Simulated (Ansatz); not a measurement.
The parent structure is Re in the hcp (Mg type) structure (space group P6_3/mmc, No. 194).

```xyz
2
Lattice="2.7579 0.0000 0.0000 -1.3789 2.3884 0.0000 0.0000 0.0000 4.4628" Properties=species:S:1:pos:R:3 pbc="T T T"
Re     0.0000     1.5923     3.3471
Re     1.3789     0.7961     1.1157
```

Computed with plane-wave PAW DFT at the r2SCAN level (Ansatz, a first-principles code, 500 eV), scalar-relativistic without spin-orbit coupling.

For the base:

| Item | Result |
|---|---|
| Band gap | zero |
| c/a ratio | 1.618 |
| Lattice parameter a | 2.758 Å |

One thing is altered: Os takes the place of Re on all its sites; the structure is relaxed again.

**Question.** Predict the new band gap.

**Answer.** The band gap is still zero.

**Question.** What does the calculation give for the c/a ratio after the change?

**Answer.** The c/a ratio shrinks by 0.042 (1.618 → 1.576).

**Question.** What happens to the lattice parameter a?

**Answer.** The lattice parameter a falls by 0.020 Å, from 2.758 Å to 2.738 Å.

Whether these cells are dynamically stable was not tested. All final runs are without spin polarisation.
